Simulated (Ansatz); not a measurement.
Take ScAl₃ in the Cu3Au type structure (space group Pm-3m, No. 221; a = 4.0718 Å) as the base.

Calculations: Kohn–Sham DFT with the PBEsol functional, run in Ansatz (a quantum-chemistry and plane-wave program) with PAW and 420 eV plane waves, spin-orbit coupling left out.

Base values:

| Item | Value |
|---|---|
| Lattice parameter a | 407.2 pm |

The change: full substitution Al → In; the structure is relaxed again.

**Question.** What happens to the lattice parameter a?

**Answer.** The lattice parameter a grows by 37.8 pm, from 407.2 pm to 445.0 pm.

Whether these cells are dynamically stable was not tested. The final runs are not spin-polarised.
